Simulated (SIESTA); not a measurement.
Worked example: self-consistent single point of LaB₆ (Pm-3m, 7 atoms in the cell) in SIESTA.

Method of the run: GGA PBE, numerical atomic orbitals TZP, PseudoDojo PBE standard norm-conserving potentials (rewritten from UPF to PSML) run with SIESTA 5.4.2.

The change in words: lattice scaled by 0.98. Reference geometry:
```
CELL_PARAMETERS angstrom
      4.18209     0.00000     0.00000
      0.00000     4.18209     0.00000
      0.00000     0.00000     4.18209
ATOMIC_POSITIONS crystal
  La 0.00000 0.00000 0.00000
  B  0.80012 0.50000 0.50000
  B  0.19988 0.50000 0.50000
  B  0.50000 0.80012 0.50000
  B  0.50000 0.19988 0.50000
  B  0.50000 0.50000 0.80012
  B  0.50000 0.50000 0.19988
```

Reference input (self-consistent single point, DFT, GGA PBE, numerical atomic orbitals TZP, PseudoDojo PBE standard norm-conserving potentials (rewritten from UPF to PSML)): XC.functional = GGA; XC.authors = PBE; potentials = PseudoDojo PBE standard; PAO.BasisSize = TZP; PAO.EnergyShift = 0.005 Ry; MeshCutoff = 400 Ry; kgrid.MonkhorstPack = 11 11 11; OccupationFunction = FD; ElectronicTemperature = 1160.45 K; MaxSCFIterations = 150; SCF.Mixer.Method = Broyden; SCF.Mixer.Weight = 0.2. This run's input differs from it in these lines:

```diff
@@ -10,3 +10,3 @@
 %endblock ChemicalSpeciesLabel
-LatticeConstant              4.182094 Ang
+LatticeConstant              4.098452 Ang
 %block LatticeVectors
@@ -19,8 +19,8 @@
      0.000000000    0.000000000    0.000000000  1
-     3.346177051    2.091047000    2.091047000  2
-     0.835916949    2.091047000    2.091047000  2
-     2.091047000    3.346177051    2.091047000  2
-     2.091047000    0.835916949    2.091047000  2
-     2.091047000    2.091047000    3.346177051  2
-     2.091047000    2.091047000    0.835916949  2
+     3.279253414    2.049226000    2.049226000  2
+     0.819198586    2.049226000    2.049226000  2
+     2.049226000    3.279253414    2.049226000  2
+     2.049226000    0.819198586    2.049226000  2
+     2.049226000    2.049226000    3.279253414  2
+     2.049226000    2.049226000    0.819198586  2
 %endblock AtomicCoordinatesAndAtomicSpecies
```

Log, with long lists cut:

```
        iscf     Eharris(eV)        E_KS(eV)     FreeEng(eV)     dDmax    Ef(eV) dHmax(eV)
   scf:    1    -1387.753620    -1432.434039    -1432.458267  2.416283 -6.843786  7.203034
   scf:    2    -1438.796710    -1435.916105    -1435.937478  0.286118 -6.638296  3.928617
   scf:    3    -1437.901218    -1437.427226    -1437.448127  0.208217 -6.557901  0.308077
   scf:    4    -1437.363279    -1437.419123    -1437.439829  0.034101 -6.542505  0.505233
   scf:    5    -1437.442356    -1437.448707    -1437.469524  0.042549 -6.537861  0.243083
   [... 3 lines left out ...]
   scf:    9    -1437.452620    -1437.452615    -1437.473369  0.000690 -6.536573  0.000905
   scf:   10    -1437.452616    -1437.452615    -1437.473369  0.000183 -6.536721  0.000654
   scf:   11    -1437.452616    -1437.452616    -1437.473369  0.000138 -6.536827  0.000513
   scf:   12    -1437.452616    -1437.452616    -1437.473369  0.000087 -6.536900  0.000380
SCF Convergence by DM+H criterion
max |DM_out - DM_in|         :     0.0000873262
max |H_out - H_in|      (eV) :     0.0003804983
SCF cycle converged after 12 iterations

Using DM_out to compute the final energy and forces

siesta: E_KS(eV) =            -1437.4526

siesta: E_KS - E_eggbox =     -1437.4526

siesta: Atomic forces (eV/Ang):
     1   -0.000000    0.000000    0.000000
     2    0.173707    0.000000   -0.000000
     3   -0.173707    0.000000   -0.000000
     4    0.000000    0.173707   -0.000000
     5    0.000000   -0.173707   -0.000000
     6    0.000000   -0.000000    0.173708
     7    0.000000   -0.000000   -0.173708
   Tot    0.000000    0.000000    0.000000
   Max    0.173708
   Res    0.092850    sqrt( Sum f_i^2 / 3N )
   Max    0.173708    constrained

   [... lines left out ...]
siesta: FreeEng =     -1437.473369
   [... lines left out ...]
siesta:    -0.077149    0.000000   -0.000000
siesta:     0.000000   -0.077149   -0.000000
siesta:    -0.000000   -0.000000   -0.077149

siesta: Cell volume =         68.842964 Ang**3

siesta: Pressure (static):
siesta:                Solid            Molecule  Units
siesta:           0.00084026          0.00077265  Ry/Bohr**3
siesta:           0.07714873          0.07094142  eV/Ang**3
siesta:         123.60588727        113.66068776  kBar
```

The run converged in 12 iterations. Against the reference run the free energy rises by 24.8 meV/atom, the pressure goes from 0.96 to 12.36 GPa and the largest force goes from 0.051 to 0.174 eV/Å.

The starting cell comes from a database of computed structures (which also holds hypothetical and non-ambient phases and stackings), without a prior relaxation at this level. Its lattice was rescaled by a random factor within 2.5 % of one. For this run, on top of that: lattice scaled by 0.98. Values carry the incompleteness of an atom-centred basis. With a pressure of about 12 GPa the cell is away from its equilibrium volume at this level.

Cost on one core of a shared machine: roughly 5 min.
